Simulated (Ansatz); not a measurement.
Worked example: self-consistent single point of WSi2 (I4/mmm, 3 atoms in the cell) in Ansatz (a quantum-chemistry and plane-wave program)

Method of the run: PBE (plane waves, PAW; Ansatz).

This input was run:

Ansatz 0.2 input:
```yaml
crystal:
  lattice:
    - [-1.61077800, 1.61077800, 3.92909400]
    - [1.61077800, -1.61077800, 3.92909400]
    - [1.61077800, 1.61077800, -3.92909400]
  atoms:
    - { symbol: Si, position_ang: [-0.00000000, 0.00000000, 5.22569502] }
    - { symbol: Si, position_ang: [-0.00000000, 0.00000000, 2.63249298] }
    - { symbol: W, position_ang: [0.00000000, 0.00000000, 0.00000000] }
kpoints:
  mp_grid: { grid: [10, 10, 10] }
hamiltonian:
  xc: pbe
  pseudopotentials: { kind: paw }
scf:
  occupations: { method: fermi_dirac, width: 0.136 }
output:
  forces: true
  eigenvalues: true
  stress: true
```

Log, with long lists cut:

```
WARN basis.ecutwfc = 420 eV, the default
WARN ansatz: RAYON_NUM_THREADS=1 ignored (pool sized by the plan → 1); use --threads N
Pseudopotentials: kind: paw
Pseudopotential: Si, paw, valence charge 4
Pseudopotential: W, paw, valence charge 14
Crystal: 3 atoms, lattice volume = 40.778 Å³
Basis set: ecut = 420 eV, 793 PW (Γ), exchange–correlation on 64×64×64 points (8 copies of the dense FFT grid, shifted against one another)
Bands: 15, of which v1, the nominal top of the filled ones, is band 11 counted from 1 (10 counted from 0)
Symmetry: 16 space group operations
Space group: I4/mmm (ITA 139), of the structure as read, at distance tolerance 3.4e-5 Å
k-points: 102 of 1000
Initial density: superposition of atomic densities (neutral atoms: chi_scale 0, normalization atom), corrected by the library's trained network
Initial wavefunctions: pseudopotential atomic-orbital guess
Eigensolver: davidson
Functional: x = pbe(κ = 0.804, μ = 0.2195149727645171), c = pbe(β = 0.06672455060314922)
SCF iter   1: F=—  HF=-11657.467867 eV  |F-HF|=—  |Δ(HF+E_count)|=         —  Δρ=3.17e-3  dr2=1.67e-3  ethr=1.77e-3  ⟨swp⟩=5.0  Hψ=8730  notcnv=0
all-band conjugate gradients solve this SCF's bands
preconditioner: auto → Kerker (q_TF=auto, 2.462 Å⁻¹)
SCF iter   2: F=—  HF=-11657.468262 eV  |F-HF|=—  |Δ(HF+E_count)|=   3.95e-4  Δρ=1.82e-3  dr2=6.63e-4  ethr=7.60e-6  ⟨swp⟩=1.1  Hψ=2368  notcnv=0
SCF iter   3: F=—  HF=-11657.468405 eV  |F-HF|=—  |Δ(HF+E_count)|=   1.43e-4  Δρ=1.85e-4  dr2=1.74e-5  ethr=3.01e-6  ⟨swp⟩=2.4  Hψ=2158  notcnv=0
SCF iter   4: F=—  HF=-11657.468409 eV  |F-HF|=—  |Δ(HF+E_count)|=   4.12e-6  Δρ=7.86e-5  dr2=1.79e-6  ethr=7.93e-8  ⟨swp⟩=2.3  Hψ=2128  notcnv=0
SCF iter   5: F=—  HF=-11657.468409 eV  |F-HF|=—  |Δ(HF+E_count)|=   2.98e-8  Δρ=1.42e-5  dr2=1.19e-7  ethr=8.16e-9  ⟨swp⟩=2.0  Hψ=2146  notcnv=0
SCF iter   6: F=-11657.468409 eV  HF=-11657.468409 eV  |F-HF|=1.50e-9  |Δ(HF+E_count)|=   1.38e-8  Δρ=2.73e-6  dr2=3.38e-9  ethr=4.55e-10  ⟨swp⟩=4.1  Hψ=5023  notcnv=0
SCF 1 converged in 6 iterations: F = -11657.468409 eV  dr2 = 3.38e-9
SCF converged after 6 iterations
Free energy (F): -11657.468409 eV
Harris-Foulkes:  -11657.468409 eV  (|F-HF|=1.50e-9)
Internal energy: -11657.443202 eV  (E = F + TS)
E sigma→0 (E₀):  -11657.455806 eV
Entropy (-TS):   -0.025207 eV (-8.402 meV/atom)
Fermi energy:    16.592395 eV
--- Per-component energies (eV) ---
  E_band       = -83.445544
  E_kinetic    = 540.745156
  E_local      = -952.749297  (includes V_loc(G=0)·N_el)
  E_nonlocal   = 50.603603
  E_hartree    = 373.432772
  E_xc         = -381.747177
  E_vxc        = -338.353890  (∫ρ·V_xc dr)
  E_paw        = -9588.297364  (= ΣΔE_a)
  E_vpaw       = -130.558033  (= ΣTr[D̂ρ^β])
  E_aug_tail   = -0.000066  (compensation charges beyond the density's cutoff)
  E_ewald      = -1699.430828
  E_smearing   = -0.025207  (= −TS)
  E_closure    = -0.000000  (closes the sum)
  Σ components = -11657.468409   (vs F -11657.468409, Δ=0.00e0)
--- Forces (eV/Å), atoms counted from 1 ---
  atom   1  Si    -0.00000000     0.00000000     0.09633619
  atom   2  Si     0.00000000     0.00000000    -0.09633619
  atom   3  W      0.00000000    -0.00000000     0.00000000
  max |Σ_I F_I| component: 9.02e-17 eV/Å
--- Stress (GPa, compression-positive) ---
        1.498533       0.000000      -0.000000
        0.000000       1.498533       0.000000
       -0.000000       0.000000       1.461173
  P = ⅓ Tr σ = 1.4861 GPa (14.861 kbar)
  The stress holds the Pulay correction. Without it, at fixed plane waves, as pw.x and ABINIT print it: P = 1.4375 GPa
--- Band table (eV; the first three rows and the last of 102) ---
  k-point 0: bands = ["-57.2145", "-21.5094", "-21.4878", "-21.4878", "2.5847", "9.7770", "12.8248", "13.2934", "13.7776", "13.7776", "17.1891", "19.3038", "19.5650", "19.6281", "19.6281"]
  k-point 1: bands = ["-57.2131", "-21.5074", "-21.5055", "-21.5051", "2.9051", "10.0627", "12.0693", "13.0404", "13.3636", "14.5528", "15.8120", "18.9638", "19.8547", "19.8934", "20.3456"]
  k-point 2: bands = ["-57.2095", "-21.5566", "-21.5505", "-21.4957", "3.8192", "10.6783", "11.3337", "11.7289", "13.6065", "13.8574", "14.8558", "19.2417", "20.2561", "20.3902", "20.4191"]
  k-point 101: bands = ["-57.2144", "-21.5256", "-21.4889", "-21.4889", "4.8404", "5.5974", "12.7857", "14.0494", "15.7633", "15.7633", "16.0856", "16.0856", "17.3617", "21.0462", "21.3590"]
```

The run converged in 6 iterations.

The starting cell has typed, rounded lattice constants, without a prior relaxation at this level. Its lattice was rescaled by a random factor within 2.5 % of one. Spin-orbit coupling is off. Spin polarisation is off. Ansatz's pressure includes its estimate of the finite-basis (Pulay) stress.
